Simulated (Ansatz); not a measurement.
We consider CsCl-type CoAl, described by HSE06 (Ansatz, a program for electronic structure, PAW).

Numerical settings: plane-wave cutoff 460 eV, 10×10×10 k mesh, Fermi–Dirac smearing 0.05 eV, no spin polarisation, scalar-relativistic PAW data made under PBE.

Computed at the level's own relaxed cell.

Q: Predict the volume per atom, bulk modulus B0, equilibrium lattice constant a and pressure derivative B′ of the bulk modulus.

A: 
- volume per atom: 11.09 Å³/atom
- bulk modulus B0: 204 GPa
- equilibrium lattice constant a: 2.810 Å
- pressure derivative B′ of the bulk modulus: 4.3

Measured, for comparison: equilibrium volume per atom 11.71 Å³/atom, bulk modulus 162 GPa, lattice constant a 2.861 Å (room temperature, not corrected to a static lattice; as tabulated in Yamada et al. (2019), arXiv:1910.09660). Computed (rounded) less measured: equilibrium volume per atom -5.3 %, bulk modulus +26 %, lattice constant a -1.8 %. A static lattice is as a rule a little smaller and stiffer than an uncorrected measurement, which can account for part of this.

Note: the run has no spin polarisation, so it can have missed a magnetic state.

Static lattice: no zero-point or thermal effects.

The result took roughly 12 core-minutes.
